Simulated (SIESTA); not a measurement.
Band structure of IrRh₃ (I4/mmm, 4 atoms in the cell).

```yaml
crystal:
  lattice:
    - [-1.90678, 1.90678, 3.81948]
    - [1.90678, -1.90678, 3.81948]
    - [1.90678, 1.90678, -3.81948]
  atoms:
    - { symbol: Ir, position: [0.00000, 0.00000, 0.00000] }
    - { symbol: Rh, position: [0.75000, 0.25000, 0.50000] }
    - { symbol: Rh, position: [0.25000, 0.75000, 0.50000] }
    - { symbol: Rh, position: [0.50000, 0.50000, 0.00000] }
```

Level of theory: LDA PW92, numerical atomic orbitals DZP, PseudoDojo LDA standard norm-conserving potentials (rewritten from UPF to PSML) (SIESTA).

Settings: XC.functional = LDA; XC.authors = PW92; potentials = PseudoDojo LDA standard; PAO.BasisSize = DZP; PAO.EnergyShift = 0.01 Ry; MeshCutoff = 400 Ry; kgrid.MonkhorstPack = 10 10 10; OccupationFunction = MP; OccupationMPOrder = 0; ElectronicTemperature = 0.136 eV; MaxSCFIterations = 150; SCF.Mixer.Method = Pulay; SCF.Mixer.Weight = 0.25; SCF.Mixer.History = 6.

The starting cell comes from a database of computed structures (which also holds hypothetical and non-ambient phases and stackings), without a prior relaxation at this level. Spin-orbit coupling is off. Spin polarisation is off. Values carry the incompleteness of an atom-centred basis.

Levels in eV from the Fermi level, bands 31 to 36:
```csv
point,31,32,33,34,35,36
Γ,-1.01,-0.99,0.66,0.86,1.08,1.09
X,-1.27,-1.04,0.36,0.53,0.53,0.59
Y,-1.25,-1.23,-0.81,-0.62,0.52,0.61
S,-1.40,-1.25,-0.88,-0.72,-0.71,0.08
Z,-0.37,-0.11,0.57,0.77,0.85,1.09
S1,-1.40,-1.25,-0.88,-0.72,-0.71,0.08
N,-1.38,-1.36,-1.36,-1.23,-0.03,0.30
P,-2.04,-2.00,-0.21,0.01,0.04,0.04
Y1,-1.25,-1.23,-0.81,-0.62,0.52,0.61
```

Bands cross the Fermi level along this path, so the cell is metallic at this level.

Higher empty bands are left out: an atom-centred basis made for the valence describes them poorly.
